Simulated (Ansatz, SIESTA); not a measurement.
## Code comparison for ScCu3 (P1, 4 atoms in the cell)

Self-consistent single point, at a second geometry (atoms moved at random). First geometry:

```
CELL_PARAMETERS angstrom
     -1.90439     1.90439     3.61919
      1.90439    -1.90439     3.61919
      1.90439     1.90439    -3.61919
ATOMIC_POSITIONS crystal
  Sc 0.00000 0.00000 0.00000
  Cu 0.75000 0.25000 0.50000
  Cu 0.25000 0.75000 0.50000
  Cu 0.50000 0.50000 0.00000
```

Second geometry:
```
CELL_PARAMETERS angstrom
     -1.90439     1.90439     3.61919
      1.90439    -1.90439     3.61919
      1.90439     1.90439    -3.61919
ATOMIC_POSITIONS crystal
  Sc 0.00838 0.00502 0.00394
  Cu 0.73959 0.25689 0.50610
  Cu 0.26211 0.74250 0.50239
  Cu 0.48992 0.49558 0.98757
```

Shared settings, as Ansatz (an electronic-structure program) writes them: kpoints.mp_grid.grid = 10 10 10; scf.occupations.method = fermi_dirac; scf.occupations.width = 0.136 eV. Potentials and cutoffs stand in the table.

```csv
code,model,ΔF from the first geometry (meV/atom),pressure (GPa),largest force (eV/Å),cutoff
Ansatz,"PBEsol, PAW files made with PBE",9.1,5.36,0.528,420 eV
SIESTA,"GGA PBEsol, numerical atomic orbitals DZP, PseudoDojo PBEsol standard norm-conserving potentials (rewritten from UPF to PSML)",8.7,3.20,0.530,grid 400 Ry
```

Size of the force on each atom (eV/Å): Sizes of forces hide their directions.

```tsv
code	Sc1	Cu2	Cu3	Cu4
Ansatz	0.528	0.495	0.310	0.314
SIESTA	0.530	0.480	0.297	0.312
```

On Ansatz's run: spin polarisation is off.

The spread over the programs that give each value: ΔF from the first geometry within 0.4 meV/atom; pressure within 2.16 GPa; largest force within 0.002 eV/Å.

SIESTA uses small atom-centred bases, whose incompleteness enters pressures, forces and empty levels differently from a plane-wave cutoff. Ansatz's pressure is given at a fixed set of plane waves, as the other plane-wave codes print theirs; with its correction for the finite basis it is 5.42 GPa.

The starting cell comes from a database of computed structures (which also holds hypothetical and non-ambient phases and stackings), without a prior relaxation at this level. Its lattice was rescaled by a random factor within 2.5 % of one. For this run, on top of that: atoms moved at random.

Keys are those of Ansatz 0.2.
